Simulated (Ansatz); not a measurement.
**Amorphous Si33N40**

It comes from a melt-quench run on a machine-learned potential (CHGNet), relaxed afterwards by DFT. N atoms were pushed apart under 1.9 Å during the dynamics, to hinder bonds among them. The hot cell started wider than the set density and was brought back towards it in steps. It is the lowest in DFT energy of 2 quenches. It is a model cell: composition and starting density were chosen by hand, and all elements were melted together. No dispersion term was used. Cycles of charging and discharging annealed it further.

Methods: PBE, scalar-relativistic without spin-orbit coupling (Ansatz, an electronic-structure program); r2SCAN, scalar-relativistic without spin-orbit coupling (Ansatz); HSE06, scalar-relativistic without spin-orbit coupling (Ansatz). Geometry, pressure, stress and energy are those of the PBE run. Its sampling: a 2×2×2 Γ-centred mesh; Fermi-Dirac width 0.02 eV; no spin polarisation. Other functionals are single points at the zone centre (r2SCAN at 500 eV; exact exchange cut at the cell's faces), free to take moments where seeds were set. The usual formal charges leave 12 electrons over, so the level spacing at the Fermi energy parts defect or band states and needn't be the band gap. At PBE the levels at both edges of the gap are localised (band-tail or defect states), and the nearest spread-out levels lie 3.1 eV apart at the zone centre.

```json
{
 "number_of_atoms_in_the_cell": "73",
 "Density (held, not predicted)": "2.94 g/cm^3",
 "volume_per_atom": "77.7 bohr³",
 "Pressure on a 2×2×2 Γ-centred mesh": "3.69 GPa",
 "Largest force and stress component on that mesh (the relaxation ran on the zone centre alone)": "0.13 eV/Å and 4.4 GPa",
 "Energy relative to beta Si3N4 + silicon (lowest mix at this level among the phases computed, not always the ambient ones)": "0.336 eV/atom",
 "Level spacing at the Fermi energy on a 2×2×2 Γ-centred mesh (PBE)": "0.55 eV",
 "Level spacing at the Fermi energy at the zone centre (PBE)": "0.75 eV",
 "Level spacing at the Fermi energy at the zone centre (r2SCAN)": "0.88 eV",
 "Level spacing at the Fermi energy at the zone centre (HSE06)": "1.50 eV"
}
```

Cut-offs for bonds: Si-Si 2.60 Å, Si-N 2.08 Å, N-N 1.70 Å. Two cations that share two anions don't count as bonded, nor two that share one unless they lie closer than Si-Si 2.38 Å.

```yaml
Mean coordination of Si by anions: 3.67 (1 with 1, 1 with 2, 6 with 3, 25 with 4); 6 close contacts or bonds to cations besides
Mean coordination of N: 3.02 (39 with 3, 1 with 4)
Mean Si-N bond: 1.756 Å (spread 0.053 Å, 121 counted)
Mean Si-Si bond: 2.314 Å (spread 0.077 Å, 3 counted)
```

Its density started from a set value of 2.94 g/cm³. Cooling (nominally 450 K/ps over its main leg) ran many orders faster than in experiment, which tends to leave more defects and strain. One small periodic cell is one sample of the glass; other quenches scatter about these values. The volume was held where the preparation left it and the shape relaxed, at a PBE pressure of 3.7 GPa. Stress components on the final sampling reach 4.4 GPa. On a 2×2×2 Γ-centred mesh force components of up to 0.13 eV/Å stay, since the relaxation ran on the zone centre alone. Cycles of charging lowered its energy after that relaxation.
